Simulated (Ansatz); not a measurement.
Take Zr in the hcp (Mg type) structure (space group P6_3/mmc, No. 194; a = 3.184 Å, c = 5.117 Å) as the base.

Calculations: PBEsol (Ansatz, a program for electronic structure), no spin-orbit coupling.

Base values:

* **Lattice parameter a**: 318.4 pm

Now apply this change: full substitution Zr → Nb, then cell and atoms are relaxed.

Tabulated Pauling electronegativity and covalent radius: Zr 1.33, 1.75 Å; Nb 1.60, 1.64 Å.

Question: Predict the new lattice parameter a.

Answer: The lattice parameter a decreases by 35.16 pm to 283.3 pm.

Stability against distortions was not tested. For Nb in this form, whether it has been made was not checked. The final runs are not spin-polarised. This is not the structure that Nb has at room temperature and ambient pressure.
